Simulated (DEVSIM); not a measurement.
Structure: Schottky contact on n-type InP, at 400 K.

| layer (left to right) | material | thickness (μm) | Nd (cm⁻³) | τn (s) | τp (s) |
|---|---|---|---|---|---|
| 1 | InP | 1.60 | 6e15 | 1.7e-8 | 1.7e-8 |

Left contact: Schottky, work function 4.96 eV, emission velocity 5.9e6 cm/s. Right contact: ohmic. Voltage is applied to the left contact. Recombination: SRH at mid-gap. Mobility is μmin + (μ − μmin)/(1 + (N/Nref)^α).

Constants are typed, rounded textbook-type inputs, not results; the design itself was drawn at random and stands for no fabricated device. Values at 300 K; Nc and Nv go as T^1.5, mobilities as T to minus their exponent, the gap by Varshni's rule with the affinity fixed.

```tsv
parameter	InP
gap (eV)	1.344
affinity (eV)	4.38
permittivity	12.5
Nc (cm⁻³)	5.7e17
Nv (cm⁻³)	1.1e19
μn (cm²/Vs)	5200
μp (cm²/Vs)	170
μn,min	400
μp,min	10
Nref,n	3e17
Nref,p	4.9e17
αn	0.47
αp	0.62
T exponent of μn	2
T exponent of μp	2
Varshni α (eV/K)	0.000363
Varshni β (K)	162
```

Simulated with DEVSIM: 1D drift-diffusion, Boltzmann statistics, complete ionisation; no tunnelling, impact ionisation, image-force lowering or self-heating. Metal contacts follow the ideal Schottky-Mott rule: no Fermi-level pinning, no interface dipoles.

The metal work function was swept, all else fixed.

```json
[
 {"metal work function (eV)": "4.81", "dark forward voltage at 100 A/cm² (V)": "0.134", "largest field in the device at zero bias (V/cm)": "20000", "potential step across the device at zero bias (V)": "0.258"},
 {"metal work function (eV)": "4.86", "dark forward voltage at 100 A/cm² (V)": "0.183", "largest field in the device at zero bias (V/cm)": "22000", "potential step across the device at zero bias (V)": "0.308"},
 {"metal work function (eV)": "4.91", "dark forward voltage at 100 A/cm² (V)": "0.233", "largest field in the device at zero bias (V/cm)": "24000", "potential step across the device at zero bias (V)": "0.358"},
 {"metal work function (eV)": "4.96", "dark forward voltage at 100 A/cm² (V)": "0.283", "largest field in the device at zero bias (V/cm)": "25000", "potential step across the device at zero bias (V)": "0.408"},
 {"metal work function (eV)": "5.01", "dark forward voltage at 100 A/cm² (V)": "0.333", "largest field in the device at zero bias (V/cm)": "27000", "potential step across the device at zero bias (V)": "0.458"},
 {"metal work function (eV)": "5.06", "dark forward voltage at 100 A/cm² (V)": "0.383", "largest field in the device at zero bias (V/cm)": "29000", "potential step across the device at zero bias (V)": "0.508"},
 {"metal work function (eV)": "5.11", "dark forward voltage at 100 A/cm² (V)": "0.433", "largest field in the device at zero bias (V/cm)": "30000", "potential step across the device at zero bias (V)": "0.558"},
 {"metal work function (eV)": "5.16", "dark forward voltage at 100 A/cm² (V)": "0.483", "largest field in the device at zero bias (V/cm)": "32000", "potential step across the device at zero bias (V)": "0.608"}
]
```

From the first row to the last the dark forward voltage at 100 A/cm² goes from 0.134 to 0.483. From the first row to the last the largest field in the device at zero bias goes from 20000 to 32000.
